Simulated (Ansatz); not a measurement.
Data:

End structure of S on the 1x1 (111) surface of fcc Pt, one in a 2x1 cell, started at the site 'bridge Pt-Pt (span 2.8 Å)':

```yaml
crystal:
  lattice:
    - [5.61443, 0.00000, 0.00000]
    - [-1.40361, 2.43112, 0.00000]
    - [0.00000, 0.00000, 26.00000]
  atoms:
    - { symbol: Pt, position: [0.16667, 0.66667, 0.36788] }
    - { symbol: Pt, position: [0.66667, 0.66667, 0.36788] }
    - { symbol: Pt, position: [0.33333, 0.33333, 0.45641] }
    - { symbol: Pt, position: [0.83333, 0.33333, 0.45641] }
    - { symbol: Pt, position: [0.99448, 0.99448, 0.54677] }
    - { symbol: Pt, position: [0.49268, 0.99268, 0.54313] }
    - { symbol: Pt, position: [0.14708, 0.64708, 0.63738] }
    - { symbol: Pt, position: [0.67039, 0.67039, 0.63242] }
    - { symbol: S, position: [0.35821, 0.35821, 0.69731] }
```

Slab: 9 atoms, 6.9 Å thick at the start under the adsorbate (thin: gaps and levels are the slab's own); k 6x12x1, smearing 0.1 eV, dipole-corrected; 4 atoms held, the rest relaxed; symmetry of the start imposed; no spin, no spin-orbit, no U, no dispersion correction. At the end it is bonded to 3 Pt. In PBE it is, or lies within 0.03 eV of, the lowest of the starts that converged.

A negative adsorption energy means that the adsorbate is more stable on the surface than in its reference.

**Question.** Give the change of the work function at the level PBE run with Ansatz (a quantum-chemistry and plane-wave program).

**Answer.** -0.98 eV

**Question.** What is the computed change of the step from the bottom to the top vacuum level, against the clean slab (PBE)?

**Answer.** -0.99 eV

**Question.** Predict the work function of the top face from PBE.

**Answer.** 4.70 eV

**Question.** What adsorption energy against ⅛ S8(g) does PBE give?

**Answer.** -1.07 eV
